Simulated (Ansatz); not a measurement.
**Sn under a change: uniaxial strain ε_zz = +1.00 %**

Start from Sn in the diamond structure (space group Fd-3m, No. 227; a = 6.4745 Å; relaxed with 0.1 eV smearing). Axes: x, y, z lie along the cube axes.

Now apply this change: the cell is stretched by 1.00 % along z with no lateral relaxation; the atoms relax in the strained cell.

Method: LDA, PAW, 420 eV (Ansatz, a first-principles code; scalar-relativistic without spin-orbit coupling). Settings: 16×16×16 k-points, 0.1 eV Fermi–Dirac smearing.

```tsv
quantity	base	changed	shift
volume per atom	33.93 Å³	34.26 Å³	+0.339 Å³
energy relative to the base (free energy F)	0 meV/atom	+0.7 meV/atom	+0.7 meV/atom
pressure (mean of the normal stresses, compression positive)	0.0 GPa	-0.4 GPa	-0.4 GPa
band gap	zero	zero	–
stress (xx, yy, zz, yz, xz, xy; compression positive)	–	(-0.3, -0.3, -0.7, 0.0, 0.0, 0.0) GPa	–
```

No phonon test of stability was made.
